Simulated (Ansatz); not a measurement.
Relaxation of the outer planes of the (111) surface of fcc Pb in its 1x1 cell, outermost plane spacing 2.91 Å in the ideal cut.

Calculation: PBE (plane waves to 420 eV, PAW; Ansatz, a first-principles code).

Model: 7-atom slab, 17.5 Å thick at the start, 12x12x1 mesh, Fermi-Dirac 0.1 eV, dipole correction, all atoms relaxed; held to the start's symmetry, so lower structures may exist; no spin, no spin-orbit, no U.

| plane | atoms | bulk spacing to the next (Å) | relaxed spacing (Å) | change (%) | rumpling (Å) |
|---|---|---|---|---|---|
| 1 | Pb | 2.909 | 2.741 | -5.8 | 0.00 |
| 2 | Pb | 2.909 | 2.928 | 0.7 | 0.00 |
